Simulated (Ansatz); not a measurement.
A self-consistent single point of FeAs₂ (P1, 6 atoms in the cell) with Ansatz (a first-principles code).

Computed with LDA (PW92), default PAW files made with PBE (plane waves; Ansatz).

The change in words: lattice scaled by 0.98. Reference geometry:
```
CELL_PARAMETERS angstrom
      5.24610     0.00000     0.00000
      0.00000     5.96022     0.00000
      0.00000     0.00000     2.87388
ATOMIC_POSITIONS crystal
  Fe 0.00479 0.99521 0.00285
  Fe 0.48401 0.49974 0.49724
  As 0.18626 0.36282 0.98356
  As 0.82684 0.63988 0.00411
  As 0.67441 0.14630 0.49333
  As 0.32370 0.85606 0.51892
```

Reference input (self-consistent single point, DFT, LDA (PW92), plane waves, default PAW files made with PBE): basis.ecutwfc = 420 eV; kpoints.mp_grid.grid = 3 3 5; hamiltonian.xc = lda; hamiltonian.pseudopotentials = {kind: paw} (the program's default PAW files); scf.occupations.method = fermi_dirac; scf.occupations.width = 0.01 eV. This run's input differs from it in these lines:

```diff
@@ -2,5 +2,5 @@
   lattice:
-    - [5.246100, 0.000000, 0.000000]
-    - [0.000000, 5.960220, 0.000000]
-    - [0.000000, 0.000000, 2.873880]
+    - [5.141178, 0.000000, 0.000000]
+    - [0.000000, 5.841016, 0.000000]
+    - [0.000000, 0.000000, 2.816402]
   atoms:
```

Output (repeated stretches shortened):

```
SCF iter   1: F=—  HF=-27936.790305 eV  |F-HF|=—  |Δ(HF+E_count)|=         —  Δρ=1.13e-2  dr2=6.13e-2  ethr=1.77e-3  ⟨swp⟩=6.1  Hψ=4420  notcnv=0
all-band conjugate gradients solve this SCF's bands
preconditioner: auto → Resta (q_TF=auto, 2.767 Å⁻¹)
SCF iter   2: F=—  HF=-27936.781127 eV  |F-HF|=—  |Δ(HF+E_count)|=   9.18e-3  Δρ=5.03e-3  dr2=1.36e-2  ethr=6.66e-5  ⟨swp⟩=2.0  Hψ=1681  notcnv=0  defer=44
   [... lines left out ...]
SCF iter   5: F=—  HF=-27936.777358 eV  |F-HF|=—  |Δ(HF+E_count)|=   4.42e-5  Δρ=1.11e-4  dr2=1.07e-5  ethr=7.75e-8  ⟨swp⟩=2.0  Hψ=2134  notcnv=0  defer=44
SCF iter   6: F=—  HF=-27936.777355 eV  |F-HF|=—  |Δ(HF+E_count)|=   2.93e-6  Δρ=2.47e-5  dr2=3.59e-7  ethr=1.16e-8  ⟨swp⟩=2.0  Hψ=2045  notcnv=0  defer=44
SCF iter   7: F=—  HF=-27936.777355 eV  |F-HF|=—  |Δ(HF+E_count)|=   1.27e-7  Δρ=1.50e-5  dr2=1.04e-7  ethr=1.09e-10  ⟨swp⟩=8.2  Hψ=5671  notcnv=0
SCF iter   8: F=-27936.777355 eV  HF=-27936.777355 eV  |F-HF|=7.41e-9  |Δ(HF+E_count)|=   1.85e-8  Δρ=5.20e-6  dr2=9.41e-9  ethr=1.09e-10  ⟨swp⟩=4.2  Hψ=4533  notcnv=0
SCF 1 converged in 8 iterations: F = -27936.777355 eV  dr2 = 9.41e-9
Free energy (F): -27936.777355 eV
Internal energy: -27936.777355 eV  (E = F + TS)
E sigma→0 (E₀):  -27936.777355 eV
Fermi energy:    15.920455 eV
--- Forces (eV/Å), atoms counted from 1 ---
  atom   1  Fe    -0.59111740     0.78909998    -0.00168099
  atom   2  Fe     2.05381539     0.39867287    -0.10007777
  atom   3  As    -1.19882514    -0.85858413     0.35904899
  atom   4  As    -0.57448478    -0.14849568    -0.05548333
  atom   5  As     0.54362505    -0.75700289     0.10123228
  atom   6  As    -0.23300158     0.57631626    -0.30303922
--- Stress (GPa, compression-positive) ---
        5.148360       0.031223      -1.059330
        0.031225       3.491387      -0.027764
       -1.059330      -0.027764       3.358348
  P = ⅓ Tr σ = 3.9994 GPa (39.994 kbar)
  The stress holds the Pulay correction. Without it, at fixed plane waves, as pw.x and ABINIT print it: P = 3.9027 GPa
```

The run converged in 8 iterations. Against the reference run the free energy goes down by 7.1 meV/atom, the pressure goes from -5.99 to 4.00 GPa, the largest force goes from 1.690 to 2.095 eV/Å and the gap on the mesh goes from 0.351 to 0.405 eV.

The starting cell comes from a database of computed structures (which also holds hypothetical and non-ambient phases and stackings), without a prior relaxation at this level. Its atoms were displaced at random from the sites of space group no. 58. For this run, on top of that: lattice scaled by 0.98. With a pressure of about 4 GPa the cell is away from its equilibrium volume at this level. Forces in this geometry exceed 1 eV/Å. Ansatz's pressure includes its estimate of the finite-basis (Pulay) stress.

Keys are those of Ansatz 0.2.
